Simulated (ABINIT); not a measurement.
A self-consistent single point of NaLiICl (P1, 4 atoms in the cell) with ABINIT.

Method: LDA (PW92), PAW (JTH v2.0 LDA PAW) (plane waves; ABINIT).

The change in words: lattice scaled by 0.98. Reference geometry:
```
CELL_PARAMETERS angstrom
      4.09164     0.00000     0.00000
      0.00000     4.09164     0.00000
      0.00000     0.00000     6.21534
ATOMIC_POSITIONS crystal
  Na 0.49334 0.48004 0.51119
  Li 0.00176 0.01843 0.99629
  I  0.49678 0.47942 0.99479
  Cl 0.00812 0.02211 0.49772
```

Reference input (self-consistent single point, DFT, LDA (PW92), plane waves, PAW (JTH v2.0 LDA PAW)): pseudos = [Na.LDA_PW-JTH.xml, Li.LDA_PW-JTH.xml, I.LDA_PW-JTH.xml, Cl.LDA_PW-JTH.xml]; ecut = 30 Ha; pawecutdg = 60 Ha; pawxcdev = 0; ixc = 7; occopt = 3; tsmear = 0.00036749 Ha; ngkpt = 4 4 3; nshiftk = 1; shiftk = 0 0 0; potentials = JTH v2.0 LDA PAW; nband = 18. This run's input differs from it in these lines:

```diff
@@ -3,3 +3,3 @@
 pseudos "Na.LDA_PW-JTH.xml, Li.LDA_PW-JTH.xml, I.LDA_PW-JTH.xml, Cl.LDA_PW-JTH.xml"
-acell 4.0916400000 4.0916400000 6.2153400000 Angstrom
+acell 4.0098070000 4.0098070000 6.0910330000 Angstrom
 rprim
@@ -13,6 +13,6 @@
 xcart
-         3.8145515862    3.7117458638    6.0041219661
-         0.0136161911    0.1424790197   11.7017035989
-         3.8411576701    3.7068823861   11.6841561350
-         0.0627535532    0.1709717309    5.8458894142
+         3.7382603680    3.6375107651    5.8840393336
+         0.0133438666    0.1396294324   11.4676691503
+         3.7643343289    3.6327445572   11.4504726364
+         0.0614984790    0.1675522879    5.7289714379
 ecut 30
```

Output (repeated stretches shortened):

```
--- !BeginCycle
solver: {iscf: 17, nstep: 100, nline: 4, wfoptalg: 10, }
tolerances: {tolvrs: 1.00E-11, }
...

     iter   Etot(hartree)      deltaE(h)  residm     nres2
 ETOT  1  -81.111032819097    -8.111E+01 5.743E+00 1.554E+01
 ETOT  2  -82.687173555368    -1.576E+00 7.494E-01 2.258E+01
 ETOT  3  -82.636390612325     5.078E-02 9.435E-02 6.765E+00
 ETOT  4  -82.617834209360     1.856E-02 1.129E-01 1.137E+00
 ETOT  5  -82.615826978762     2.007E-03 1.985E-02 3.946E-01
   [... 10 lines left out ...]
 ETOT 16  -82.614321013199     2.386E-11 5.971E-04 6.764E-10
 ETOT 17  -82.614321013198     1.066E-12 1.723E-04 1.976E-10
 ETOT 18  -82.614321013196     1.450E-12 6.936E-04 1.279E-11
 ETOT 19  -82.614321013196     7.532E-13 1.552E-04 6.454E-12
 At SCF step   19       nres2   =  6.45E-12 < tolvrs=  1.00E-11 =>converged.

 Cartesian components of stress tensor (hartree/bohr^3)
  sigma(1 1)=  2.20107812E-05  sigma(3 2)= -9.88753413E-07
  sigma(2 2)=  2.70953422E-05  sigma(3 1)= -5.49059545E-07
  sigma(3 3)=  4.15143526E-05  sigma(2 1)= -7.95588988E-06

 ----iterations are completed or convergence reached----

 reduced coordinates (array xred) for    4 atoms
       0.493340997839      0.480044997899      0.511193997765
       0.001760999988      0.018426999922      0.996288995642
       0.496781997829      0.479415997902      0.994794995654
       0.008115999960      0.022111999905      0.497721997829
 cartesian forces (eV/Angstrom) at end:
    1      0.08560781940990     0.17935527776803    -0.24041527508732
   [... lines left out ...]
 Fermi (or HOMO) energy (hartree) =  -0.01475   Average Vxc (hartree)=  -0.31523
   [... lines left out ...]
'-kT*entropy'       :  4.07674090354184E-16
total_energy        : -8.26143211630768E+01
total_energy_eV     : -2.24805000550180E+03
...

-Cartesian components of stress tensor (GPa)         [Pressure= -8.8872E-01 GPa]
- sigma(1 1)=  6.47579432E-01  sigma(3 2)= -2.90901248E-02
- sigma(2 2)=  7.97172357E-01  sigma(3 1)= -1.61538868E-02
- sigma(3 3)=  1.22139422E+00  sigma(2 1)= -2.34070322E-01

 Calculation completed.
```

The run converged in 19 iterations. Against the reference run the free energy drops by 13.1 meV/atom, the pressure goes from -2.08 to -0.89 GPa, the largest force goes from 0.241 to 0.321 eV/Å and the gap on the mesh goes from 3.855 to 4.007 eV.

The starting cell comes from a database of computed structures (which also holds hypothetical and non-ambient phases and stackings), without a prior relaxation at this level. Its atoms were displaced at random from the sites of space group no. 123. For this run, on top of that: lattice scaled by 0.98. Spin-orbit coupling is off.

Cost on one core of a shared machine: roughly 80 s.
